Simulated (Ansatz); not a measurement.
Ansatz (a program for electronic structure) run on LaMgTl (P-62m, 9 atoms in the cell): self-consistent single point

Method: LDA (PW92), default PAW files made with PBE (plane waves; Ansatz).

This input was run:

Ansatz 0.2 input:
```yaml
# LaMgTl
crystal:
  lattice:
    - [7.835390, 0.000000, 0.000000]
    - [-3.917695, 6.785647, 0.000000]
    - [0.000000, 0.000000, 4.835480]
  atoms:
    - { symbol: La, position: [0.576020, 0.576020, 0.000000] }
    - { symbol: La, position: [0.000000, 0.423980, 0.000000] }
    - { symbol: La, position: [0.423980, 0.000000, 0.000000] }
    - { symbol: Mg, position: [0.000000, 0.756010, 0.500000] }
    - { symbol: Mg, position: [0.756010, 0.000000, 0.500000] }
    - { symbol: Mg, position: [0.243990, 0.243990, 0.500000] }
    - { symbol: Tl, position: [0.333333, 0.666667, 0.500000] }
    - { symbol: Tl, position: [0.666667, 0.333333, 0.500000] }
    - { symbol: Tl, position: [0.000000, 0.000000, 0.000000] }
kpoints:
  mp_grid: { grid: [4, 4, 5] }
hamiltonian:
  xc: lda
  pseudopotentials: { kind: paw }
scf:
  occupations: { method: cold, width: 0.136 }
output:
  forces: true
  eigenvalues: true
  stress: true
```

Output (repeated stretches shortened):

```
WARN the atoms were moved onto the symmetric positions of the space group found under crystal.symmetry.tolerance 1.0e-5 (fractional …
WARN basis.ecutwfc = 420 eV, the default
WARN ansatz: RAYON_NUM_THREADS=1 ignored (pool sized by the plan → 1); use --threads N
Pseudopotentials: kind: paw
Pseudopotential: La, paw, valence charge 11
Pseudopotential: Mg, paw, valence charge 10
Pseudopotential: Tl, paw, valence charge 13
Crystal: 9 atoms, lattice volume = 257.094 Å³
Basis set: ecut = 420 eV, 5015 PW (Γ)
Bands: 62, of which v1, the nominal top of the filled ones, is band 51 counted from 1 (50 counted from 0)
Symmetry: 12 space group operations
Space group: P-62m (ITA 189), of the structure as read, at distance tolerance 6.4e-5 Å
k-points: 12 of 80 (time reversal used)
PAW frozen core: La, regenerated for the run's functional, and the local potential with it
PAW frozen core: Mg, regenerated for the run's functional, and the local potential with it
PAW frozen core: Tl, regenerated for the run's functional, and the local potential with it
Initial density: superposition of atomic densities (neutral atoms: chi_scale 0, normalization atom), corrected by the library's trained network
Initial wavefunctions: pseudopotential atomic-orbital guess
Eigensolver: davidson
Functional: x = slater, c = lda
SCF iter   1: F=—  HF=-57376.817767 eV  |F-HF|=—  |Δ(HF+E_count)|=         —  Δρ=5.77e-3  dr2=7.47e-2  ethr=1.77e-3  ⟨swp⟩=8.8  Hψ=2958  notcnv=0
all-band conjugate gradients solve this SCF's bands
preconditioner: auto → Kerker (q_TF=auto, 2.339 Å⁻¹)
SCF iter   2: F=—  HF=-57376.803669 eV  |F-HF|=—  |Δ(HF+E_count)|=   1.41e-2  S|Δr|=    0.00e0  Δρ=2.47e-3  dr2=1.56e-2  ethr=7.32e-5  ⟨swp⟩=3.1  Hψ=1644  notcnv=0  defer=38
SCF iter   3: F=—  HF=-57376.799577 eV  |F-HF|=—  |Δ(HF+E_count)|=   4.09e-3  S|Δr|=    0.00e0  Δρ=6.65e-4  dr2=2.74e-3  ethr=1.53e-5  ⟨swp⟩=3.0  Hψ=1332  notcnv=0  defer=38
SCF iter   4: F=—  HF=-57376.798964 eV  |F-HF|=—  |Δ(HF+E_count)|=   6.13e-4  S|Δr|=    0.00e0  Δρ=1.52e-4  dr2=1.92e-4  ethr=2.69e-6  ⟨swp⟩=2.0  Hψ=850  notcnv=0  defer=38
SCF iter   5: F=—  HF=-57376.798915 eV  |F-HF|=—  |Δ(HF+E_count)|=   4.94e-5  S|Δr|=    0.00e0  Δρ=5.28e-5  dr2=2.46e-5  ethr=1.88e-7  ⟨swp⟩=2.2  Hψ=1177  notcnv=0  defer=38
SCF iter   6: F=—  HF=-57376.799059 eV  |F-HF|=—  |Δ(HF+E_count)|=   1.44e-4  S|Δr|=    0.00e0  Δρ=1.72e-5  dr2=2.28e-6  ethr=2.41e-8  ⟨swp⟩=2.0  Hψ=977  notcnv=0  defer=38
SCF iter   7: F=-57376.799058 eV  HF=-57376.799058 eV  |F-HF|=1.87e-8  |Δ(HF+E_count)|=   6.56e-7  S|Δr|=    0.00e0  Δρ=3.75e-6  dr2=5.97e-8  ethr=9.80e-11  ⟨swp⟩=17.2  Hψ=4841  notcnv=0
SCF 1 converged in 7 iterations: F = -57376.799058 eV  dr2 = 5.97e-8
SCF converged after 7 iterations
Stability not checked (fill_not_monotonic)
Free energy (F): -57376.799058 eV
Harris-Foulkes:  -57376.799058 eV  (|F-HF|=1.87e-8)
Internal energy: -57376.789642 eV  (E = F + TS)
E sigma→0 (E₀):  -57376.795920 eV
Entropy (-TS):   -0.009416 eV (-1.046 meV/atom)
Fermi energy:    9.635819 eV
Step filling:    the computed levels leave a gap of 0.0107 eV = 0.1 smearing widths
--- Per-component energies (eV) ---
  E_band       = -1149.311766
  E_kinetic    = 1804.547497
  E_local      = -8741.104742  (includes V_loc(G=0)·N_el)
  E_nonlocal   = 1548.041233
  E_hartree    = 3170.761828
  E_xc         = -1184.761044
  E_vxc        = -980.114925  (∫ρ·V_xc dr)
  E_paw        = -46155.611812  (= ΣΔE_a)
  E_vpaw       = -1122.203180  (= ΣTr[D̂ρ^β])
  E_aug_tail   = 0.000102  (compensation charges beyond the density's cutoff)
  E_ewald      = -7819.657609
  E_core_change = 0.994905  (= ΣΔE_core)
  E_smearing   = -0.009416  (= −TS)
  E_closure    = -0.000000  (closes the sum)
  Σ components = -57376.799058   (vs F -57376.799058, Δ=0.00e0)
--- Forces (eV/Å), atoms counted from 1 ---
  atom   1  La    -0.00755791    -0.01309069     0.00000000
  atom   2  La    -0.00755791     0.01309069     0.00000000
  atom   3  La     0.01511582     0.00000000     0.00000000
  atom   4  Mg    -0.00159938     0.00277021     0.00000000
  atom   5  Mg     0.00319877     0.00000000     0.00000000
  atom   6  Mg    -0.00159938    -0.00277021     0.00000000
  atom   7  Tl    -0.00000000     0.00000000     0.00000000
  atom   8  Tl    -0.00000000    -0.00000000     0.00000000
  atom   9  Tl     0.00000000     0.00000000     0.00000000
  max |Σ_I F_I| component: 7.28e-17 eV/Å
--- Stress (GPa, compression-positive) ---
       -3.150787       0.000000       0.000000
        0.000000      -3.150787       0.000000
        0.000000       0.000000      -3.293002
  P = ⅓ Tr σ = -3.1982 GPa (-31.982 kbar)
  The stress holds the Pulay correction. Without it, at fixed plane waves, as pw.x and ABINIT print it: P = -3.2143 GPa
--- Band table (eV; the first three rows and the last of 12) ---
  k-point 0: bands = ["-65.7590", "-65.7586", "-65.7586", "-33.1948", "-33.1886", "-33.1886", "-33.1870", "-33.1863", "-33.1863", "-33.1763", "-33.1763", "-33.1740", "-23.4948", "-23.4554", "-23.4554", "-7.3931", "-7.2980", "-7.2980", "-7.1301", [...]
  k-point 1: bands = ["-65.7590", "-65.7586", "-65.7586", "-33.1948", "-33.1886", "-33.1886", "-33.1871", "-33.1863", "-33.1863", "-33.1763", "-33.1763", "-33.1740", "-23.4935", "-23.4546", "-23.4546", "-7.3743", "-7.2968", "-7.2968", "-7.1778", [...]
  k-point 2: bands = ["-65.7590", "-65.7586", "-65.7586", "-33.1948", "-33.1886", "-33.1886", "-33.1871", "-33.1863", "-33.1863", "-33.1762", "-33.1762", "-33.1740", "-23.4915", "-23.4534", "-23.4534", "-7.3434", "-7.2949", "-7.2949", "-7.2514", [...]
  k-point 11: bands = ["-65.7590", "-65.7586", "-65.7586", "-33.1948", "-33.1886", "-33.1886", "-33.1871", "-33.1863", "-33.1863", "-33.1763", "-33.1763", "-33.1740", "-23.4787", "-23.4661", "-23.4536", "-7.3006", "-7.2847", "-7.2160", "-7.1960", [...]
```

The run converged in 7 iterations.

The starting cell comes from a database of computed structures (which also holds hypothetical and non-ambient phases and stackings), without a prior relaxation at this level. Spin-orbit coupling is off. With a pressure of about -3 GPa the cell is away from its equilibrium volume at this level. Ansatz's pressure includes its estimate of the finite-basis (Pulay) stress.
